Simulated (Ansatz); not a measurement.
System: Y2Si (model structure, started from the Ca2N type, R-3m, No. 166, 3 atoms in the cell). Method: LDA (PAW; Ansatz, an electronic-structure program).

Settings: plane-wave cutoff 520 eV, 16×16×16 k mesh, Fermi–Dirac smearing 0.05 eV, scalar-relativistic PAW data made under PBE.

Cell (relaxed at this level):

```yaml
crystal:
  lattice:
    - [2.00664, 1.15853, 5.94163]
    - [-2.00664, 1.15853, 5.94163]
    - [0.00000, -2.31707, 5.94163]
  atoms:
    - { symbol: Y, position: [0.75354, 0.75354, 0.75354] }
    - { symbol: Y, position: [0.24646, 0.24646, 0.24646] }
    - { symbol: Si, position: [0.00000, 0.00000, 0.00000] }
```

Task: What does this level give for the bulk modulus B0?

Result: 
- bulk modulus B0 = 43.9 GPa

The run finds no gap.

Note: the bulk modulus is −V dP/dV from two relaxed cells at ±2 % in volume; the relaxation could raise the start's symmetry but not lower it, so the cell can be a saddle point.

The computed numbers hold no vibrational or temperature effects.

Computing time: roughly 15 core-minutes.

A model structure was made by putting elements into a prototype or built by hand; it is no filed structure, need not be a known phase, and can be a saddle point held by its symmetry.
